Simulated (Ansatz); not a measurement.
# WO3, pressure series

Start from WO$_{3}$ (space group Cmcm, No. 63; a = 5.454 Å, b = 5.474 Å, c = 7.460 Å; a cell from a computed database, its experimental status unchecked).

Cell and atoms are relaxed at each pressure.

Level of theory: Ansatz (a program for electronic structure), PBEsol, PAW, cutoff 420 eV, spin-orbit coupling left out.

| variant | electron mass | volume per atom | band gap |
|---|---|---|---|
| base | 0.52 mₑ along a, 0.63 mₑ along b, 0.20 mₑ along c (at Γ) | 13.92 Å³ | 1.35 eV |
| pressure −1 GPa | – | 14.01 Å³ | 1.37 eV |
| pressure 0.3 GPa | 0.51 mₑ along a, 0.63 mₑ along b, 0.20 mₑ along c (at Γ) | 13.90 Å³ | 1.34 eV |
| pressure 0.7 GPa | 0.51 mₑ along a, 0.62 mₑ along b, 0.20 mₑ along c (at Γ) | 13.86 Å³ | 1.34 eV |
| pressure 1.5 GPa | 0.50 mₑ along a, 0.61 mₑ along b, 0.20 mₑ along c (at Γ) | 13.80 Å³ | 1.32 eV |
| pressure 3 GPa | 0.49 mₑ along a, 0.60 mₑ along b, 0.19 mₑ along c (at Γ) | 13.68 Å³ | 1.30 eV |
| pressure 5 GPa | 0.48 mₑ along a, 0.59 mₑ along b, 0.19 mₑ along c (at Γ) | 13.54 Å³ | 1.28 eV |
| pressure 7.5 GPa | 0.47 mₑ along a, 0.58 mₑ along b, 0.19 mₑ along c (at Γ) | 13.38 Å³ | 1.27 eV |
| pressure 10 GPa | 0.46 mₑ along a, 0.58 mₑ along b, 0.19 mₑ along c (at Γ) | 13.24 Å³ | 1.26 eV |

Spin-orbit coupling, missing from the scalar runs, can matter with W. Load acts through the strain it causes; cell and atoms are relaxed under it. Effective masses come from finite differences of ±0.01 Å⁻¹. Stability against distortions was not tested. No other phases were tried under pressure.
